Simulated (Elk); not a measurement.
Worked example: self-consistent single point of Nb6OsAu (Pm-3, 8 atoms in the cell) in Elk.

Method: LDA (PW92), all-electron FP-LAPW, Elk's shipped species files, APW+lo basis with extra local orbitals run with Elk.

The change in words: lattice scaled by 0.98. Reference geometry:
```xyz
8
Lattice="5.1781 0.0000 0.0000 0.0000 5.1781 0.0000 0.0000 0.0000 5.1781" Properties=species:S:1:pos:R:3 pbc="T T T"
Nb     0.0000     2.5891     3.9094
Nb     0.0000     2.5891     1.2687
Nb     3.9094     0.0000     2.5891
Nb     1.2687     0.0000     2.5891
Nb     2.5891     3.9094     0.0000
Nb     2.5891     1.2687     0.0000
Os     0.0000     0.0000     0.0000
Au     2.5891     2.5891     2.5891
```

Reference input (self-consistent single point, DFT, LDA (PW92), all-electron FP-LAPW, Elk's shipped species files, APW+lo basis with extra local orbitals): rgkmax = 8; stype = 0; swidth = 0.00367493 Ha; ngridk = 5 5 5; gmaxvr = 16 1/bohr; nxlo = 2; lorbcnd = true; rmtscf = 0.86; lmaxi = 3; maxscl = 100. This run's input differs from it in these lines:

```diff
@@ -31,3 +31,3 @@
 scale
-  9.785211633
+  9.589507816
```

Output (repeated stretches shortened):

```
│ Self-consistent loop started │
│ Loop number : 1 │
 total energy                :     -59198.4838077
│ Loop number : 2 │
 total energy                :     -59200.2450728
RMS change in Kohn-Sham potential (target) :   0.2690431043     (  0.1000000000E-05)
Absolute change in total energy (target)   :    1.761265095     (  0.1000000000E-03)
│ Loop number : 3 │
 total energy                :     -59213.6596034
RMS change in Kohn-Sham potential (target) :   0.1801908686     (  0.1000000000E-05)
Absolute change in total energy (target)   :    13.85484690     (  0.1000000000E-03)
│ Loop number : 4 │
   [... lines left out ...]
Absolute change in total energy (target)   :   0.1140458102E-02 (  0.1000000000E-03)
│ Loop number : 17 │
 total energy                :     -59208.2902634
RMS change in Kohn-Sham potential (target) :   0.1239243523E-06 (  0.1000000000E-05)
Absolute change in total energy (target)   :   0.1448711919E-03 (  0.1000000000E-03)
│ Loop number : 18 │
 total energy                :     -59208.2903040
RMS change in Kohn-Sham potential (target) :   0.5961277328E-07 (  0.1000000000E-05)
Absolute change in total energy (target)   :   0.4449568223E-05 (  0.1000000000E-03)
Convergence targets achieved

│ Loop number : 19 │

Energies :
 Fermi                       :     0.524837755737
 total energy                :     -59208.2903093

Density of states at Fermi energy :    165.0477124
 (states/Hartree/unit cell)

Estimated indirect band gap :   0.2759306044E-02
 from k-point     10 to k-point      9
Estimated direct band gap   :   0.5712422213E-02
 at k-point      7

Charges :
 core                        :    262.0000000
 valence                     :    139.0000000
 interstitial                :    19.86426834
 muffin-tins (core leakage)
  species :    1 (Nb)
   atom    1                 :    38.29245213     (  0.1487593575E-04)
   atom    2                 :    38.29245213     (  0.1487593575E-04)
   atom    3                 :    38.29245213     (  0.1487593575E-04)
   [... lines left out ...]
  species :    2 (Os)
   atom    1                 :    74.03588352     (  0.6153151375E-06)
  species :    3 (Au)
   atom    1                 :    77.34513535     (  0.8008633743E-03)
 total in muffin-tins        :    381.1357317
 total calculated charge     :    401.0183800
 total charge                :    401.0000000
 error                       :   0.1837995746E-01

│ Self-consistent loop stopped │
```

The run converged in 19 iterations. The count includes the last loop, which Elk runs after its targets are met. Against the reference run the total energy falls by 13.6 meV/atom.

The starting cell comes from a database of computed structures (which also holds hypothetical and non-ambient phases and stackings), without a prior relaxation at this level. Its lattice was rescaled by a random factor within 2.5 % of one. For this run, on top of that: lattice scaled by 0.98. Spin-orbit coupling is off. Spin polarisation is off. Values depend on the basis (sphere radii, cutoffs, local orbitals), which need not be converged. The log's line on a gap gives a spacing of levels on this mesh, which the program prints for metals too.

Cost on one core of a shared machine: roughly 4 min.
